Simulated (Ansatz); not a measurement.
Fluorite PtAl2 was calculated with r²SCAN+rVV10 (plane waves, PAW; Ansatz, an electronic-structure program).

Run with plane-wave cutoff 500 eV, 16×16×16 k mesh, Fermi–Dirac smearing 0.1 eV, scalar-relativistic PAW data made under PBE.

Computed at the level's own relaxed cell.

Problem. Predict the volume per atom and lattice constant a.

Solution. 
- volume per atom: 17.05 Å³/atom
- lattice constant a: 5.892 Å

Measured, for comparison: lattice constant a 5.91 Å (temperature not stated, copied from a table, unchecked, not corrected to a static lattice; as tabulated in Crystal Structures 1, 239 (1963)). Computed (rounded) less measured: lattice constant a not scored (unchecked). A static lattice is as a rule a little smaller and stiffer than an uncorrected measurement, which narrows the difference in the lattice constant a and would widen misses of the other sign.

Spin–orbit coupling is not included.

Computed values are for the static lattice.

The result took around 50 core-seconds (rough).
